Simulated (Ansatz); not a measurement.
# CsCl-type ScPt

Method: r²SCAN (PAW; Ansatz, a program for electronic structure).

Settings: plane-wave cutoff 560 eV, 16×16×16 k mesh, Fermi–Dirac smearing 0.05 eV, scalar-relativistic PAW data made under PBE.

Cell (relaxed at this level):

```cif
data_PtSc
_chemical_formula_sum 'Sc1 Pt1'
_space_group_name_H-M_alt 'P 1'
_space_group_IT_number 1
_cell_length_a 3.28487
_cell_length_b 3.28487
_cell_length_c 3.28487
_cell_angle_alpha 90.000
_cell_angle_beta 90.000
_cell_angle_gamma 90.000
loop_
_space_group_symop_operation_xyz
  'x, y, z'
loop_
_atom_site_label
_atom_site_type_symbol
_atom_site_fract_x
_atom_site_fract_y
_atom_site_fract_z
_atom_site_occupancy
Sc1 Sc 0.50000 0.50000 0.50000 1
Pt1 Pt 0.00000 0.00000 0.00000 1
```

```yaml
band_gap: none
bulk_modulus: 151 GPa
```

Note: the bulk modulus is −V dP/dV from two relaxed cells at ±2 % in volume.

Spin–orbit coupling is not included.

It cost about 40 core-seconds (a rough figure) of CPU time.
